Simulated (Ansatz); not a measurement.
Given:

```yaml
crystal:
  lattice:
    - [0.00000, 2.87644, 2.87644]
    - [2.87644, 0.00000, 2.87644]
    - [2.87644, 2.87644, 0.00000]
  atoms:
    - { symbol: Se, position: [0.00000, 0.00000, 0.00000] }
    - { symbol: Mg, position: [0.50000, 0.50000, 0.50000] }
```

No spin polarisation.

All numbers come from r2SCAN (Ansatz, a program for electronic structure, PAW, no spin-orbit coupling). Γ-centred 10×10×10 mesh, Fermi–Dirac width 0.05 eV.

Task: What band gap does the calculation give?

Result: 2.20 eV.

Task: Predict the width of the top valence band.

Result: 2.06 eV.

The cells carry an imposed strain or load. Whether these cells are dynamically stable was not tested. The cell was made from MgSe in the rock salt structure (space group Fm-3m, No. 225) by this change: isotropic strain +5.13 %.
